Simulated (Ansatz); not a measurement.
CdSe under a change: 3 layers

The parent structure is CdSe in the wurtzite structure (space group P6_3mc, No. 186; a = 4.3019 Å, c = 7.0211 Å). Axes: x lies along a and z along c of the hexagonal cell.

Modification: a free-standing slab of 3 layers (12 atoms, 4 a layer) is cut normal to the y axis, with 15 Å of vacuum and the in-plane cell held at bulk.

All numbers come from DFT with PBEsol, PAW potentials and a 420 eV plane-wave cutoff in Ansatz (an electronic-structure program), without spin-orbit coupling. k-mesh 8×5×1 (Γ-centred); smearing 0.05 eV (Fermi–Dirac), for the changed cell.

| quantity | base | changed | shift |
|---|---|---|---|
| layer's space group (with vacuum) | – | Pmn2_1 (No. 31) | – |
| shortest interatomic distance | 2.633 Å | 2.519 Å | -0.114 Å |
| band gap | 0.54 eV | 1.14 eV | +0.60 eV |
| gap character | – | direct at Γ | – |
| valence-band top at Γ (three highest levels, from the VBM) | 0.00, 0.00, -0.05 eV | 0.00, -0.18, -0.25 eV | – |
| excess energy per area of both faces (slab less bulk energy over the cell's area: twice a surface energy) | – | 0.61 J/m² | – |
| thickness between the outermost nuclei | – | 9.19 Å | – |
| change of the spacing d12 from its bulk value of 1.242 Å | – | -20.5 % | – |
| change of the spacing d23 from its bulk value of 2.484 Å | – | +2.0 % | – |

Final structure:

```yaml
crystal:
  lattice:
    - [4.30194, 0.00000, 0.00000]
    - [0.00000, 7.02113, 0.00000]
    - [0.00000, 0.00000, 23.69304]
  atoms:
    - { symbol: Cd, position: [0.50000, 0.05053, 0.34456] }
    - { symbol: Se, position: [0.50000, 0.38491, 0.30603] }
    - { symbol: Cd, position: [0.00000, 0.47852, 0.36221] }
    - { symbol: Se, position: [0.00000, 0.86300, 0.37176] }
    - { symbol: Cd, position: [0.00000, 0.98517, 0.47809] }
    - { symbol: Se, position: [0.00000, 0.36227, 0.46977] }
    - { symbol: Cd, position: [0.50000, 0.48517, 0.52191] }
    - { symbol: Se, position: [0.50000, 0.86227, 0.53023] }
    - { symbol: Cd, position: [0.50000, 0.97852, 0.63779] }
    - { symbol: Se, position: [0.50000, 0.36300, 0.62824] }
    - { symbol: Cd, position: [0.00000, 0.55053, 0.65544] }
    - { symbol: Se, position: [0.00000, 0.88491, 0.69397] }
```

Cost of the whole job for the changed cell (relaxation, final SCF and bands): around 9 core-minutes (rough).

Slab and bulk use different k-meshes, which limits the precision of the excess energy. Whether these cells are dynamically stable was not tested. k-point labels follow each cell's own Brillouin zone.
